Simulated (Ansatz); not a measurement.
Band structure of TiMoAs2 (Pmc2_1, 8 atoms in the cell).

```
TiMoAs2
1.0
    3.41950     0.00000     0.00000
    0.00000     6.44744     0.00000
    0.00000     0.00000     6.11191
Ti Mo As
2 2 4
Direct
  0.00000   0.56477   0.50450
  0.00000   0.43523   0.00450
  0.50000   0.93917   0.49215
  0.50000   0.06083   0.99215
  0.50000   0.31961   0.30391
  0.50000   0.68039   0.80391
  0.00000   0.17479   0.69943
  0.00000   0.82521   0.19943
```

Level of theory: PBEsol, PAW files made with PBE (plane waves; Ansatz, an electronic-structure program).

Settings: kpoints.mp_grid.grid = 5 3 3; hamiltonian.xc = pbesol; hamiltonian.pseudopotentials = {kind: paw} (the program's default PAW files); scf.occupations.method = fermi_dirac; scf.occupations.width = 0.1 eV; kpoints.band_path.npoints = 8.

The starting cell comes from a database of computed structures (which also holds hypothetical and non-ambient phases and stackings), without a prior relaxation at this level. Spin polarisation is off, so a magnetic state, if there is one, cannot be reached.

Levels in eV from the Fermi level, bands 53 to 60:
| point | 53 | 54 | 55 | 56 | 57 | 58 | 59 | 60 |
|---|---|---|---|---|---|---|---|---|
| Γ | -0.54 | -0.28 | -0.06 | -0.01 | 0.10 | 0.32 | 0.38 | 1.16 |
| X | -1.31 | -1.17 | -1.17 | -0.58 | 0.35 | 0.37 | 0.94 | 1.11 |
| S | -1.13 | -1.13 | -1.02 | -1.02 | 1.21 | 1.21 | 1.54 | 1.54 |
| Y | -1.23 | -1.23 | 0.04 | 0.04 | 0.32 | 0.32 | 1.03 | 1.03 |
| Z | -0.93 | -0.72 | -0.65 | -0.19 | -0.15 | 0.31 | 0.58 | 0.78 |
| U | -1.80 | -1.54 | -0.77 | -0.77 | 0.83 | 0.92 | 1.05 | 1.13 |
| R | -1.01 | -1.01 | -0.68 | -0.68 | 0.89 | 0.89 | 1.37 | 1.37 |
| T | -1.26 | -1.26 | 0.05 | 0.05 | 0.06 | 0.06 | 1.07 | 1.07 |

Bands cross the Fermi level along this path, so the cell is metallic at this level.

Keys are those of Ansatz 0.2.
